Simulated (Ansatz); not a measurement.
For Ge2Sb2Te5 (model structure, started from the Ge2Sb2Te5-Kooi type, P-3m1, No. 164, 9 atoms in the cell), PBE (plane waves, PAW; Ansatz, a quantum-chemistry and plane-wave program) gives:

```
Quantity                                Result
------------------------------  --------------
equilibrium lattice constant a         4.295 Å
lattice parameter c                   17.543 Å
enthalpy of formation           -0.107 eV/atom
```

**Question.** What does PBE-D3(BJ) (Ansatz, PAW) give for the same quantities?

**Answer.** 
- lattice constant a: 4.233 Å (decreases by 1.4 %)
- lattice parameter c: 16.831 Å (shrinks by 4.1 %)
- formation enthalpy: -0.117 eV/atom (moves by -0.010 eV/atom)

Changes are worked out from the printed values.

Unless a cell is named, each level is at its own relaxed cell (PBE 31.15, PBE-D3(BJ) 29.02 Å³/atom).

Levels without +SOC leave out spin–orbit coupling, which shifts energies and cells of such heavy elements.

Caveats: a distance lies near a switch of the dispersion term, which can move the cell (PBE-D3(BJ)). Ansatz's density-functional and Hartree–Fock values are scalar-relativistic unless marked +SOC, with PAW data made under PBE.

A model structure was made by putting elements into a prototype or built by hand; it is no filed structure, need not be a known phase, and can be a saddle point held by its symmetry.
